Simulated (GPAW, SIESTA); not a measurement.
A GPAW input for a self-consistent single point of Si2W (I4/mmm, 3 atoms in the cell) (DFT LDA (Perdew-Wang 92), plane waves, GPAW PAW datasets LDA (gpaw-data 1.0.1)):

```python
from ase import Atoms
from ase.units import GPa
from gpaw import GPAW, PW, FermiDirac

atoms = Atoms(['Si', 'Si', 'W'],
              cell=[[-1.607365, 1.607365, 3.901030],
                    [1.607365, -1.607365, 3.901030],
                    [1.607365, 1.607365, -3.901030]],
              scaled_positions=[[0.334990, 0.334990, 0.000000],
                                [0.665010, 0.665010, 0.000000],
                                [0.000000, 0.000000, 0.000000]],
              pbc=True)

calc = GPAW(mode=PW(600),
            xc='LDA',
            kpts={'size': (12, 12, 12), 'gamma': True},
            occupations=FermiDirac(0.05),
            nbands=-11,
            convergence={'forces': 0.001},
            symmetry={'symmorphic': False, 'tolerance': 0.0005},
            maxiter=120)

atoms.calc = calc

energy = atoms.get_potential_energy()
print('Energy (eV):', round(energy, 6))
forces = atoms.get_forces()
print('Forces (eV/Ang):')
print(forces.round(5))
stress = atoms.get_stress()
print('Stress (GPa, Voigt):', (stress / GPa).round(4))
```

Task: Write the same calculation as an input for SIESTA.

Result: One input that does it (others would too):

```
# files in the folder: Si.psml W.psml (PseudoDojo LDA standard)
SystemName  Si2W
SystemLabel Si2W

NumberOfAtoms                3
NumberOfSpecies              2
%block ChemicalSpeciesLabel
  1 14 Si
  2 74 W
%endblock ChemicalSpeciesLabel
LatticeConstant              1.0 Ang
%block LatticeVectors
    -1.607365000    1.607365000    3.901030000
     1.607365000   -1.607365000    3.901030000
     1.607365000    1.607365000   -3.901030000
%endblock LatticeVectors
AtomicCoordinatesFormat      Ang
%block AtomicCoordinatesAndAtomicSpecies
    -0.000000000    0.000000000    2.613612079  1
     0.000000000   -0.000000000    5.188447921  1
     0.000000000    0.000000000    0.000000000  2
%endblock AtomicCoordinatesAndAtomicSpecies

XC.functional                LDA
XC.authors                   PW92
PAO.BasisSize                TZP
PAO.EnergyShift              0.01 Ry
MeshCutoff                   350 Ry
%block kgrid.MonkhorstPack
   12   0   0  0.0
    0  12   0  0.0
    0   0  12  0.0
%endblock kgrid.MonkhorstPack
OccupationFunction           FD
ElectronicTemperature        0.05 eV

MaxSCFIterations             150
SCF.Mixer.Method             Pulay
SCF.Mixer.Weight             0.25
SCF.Mixer.History            8
SCF.DM.Tolerance             1.0E-04
Diag.ParallelOverK           true
WriteForces                  true
Charge.Mulliken              end
```

Basis, cutoffs, solver keys and any potentials are the target program's own. This input uses DFT, LDA PW92, numerical atomic orbitals TZP, PseudoDojo LDA standard norm-conserving potentials (rewritten from UPF to PSML). LDA parametrisations can differ slightly between programs.

The starting cell comes from a database of computed structures (which also holds hypothetical and non-ambient phases and stackings), without a prior relaxation at this level.
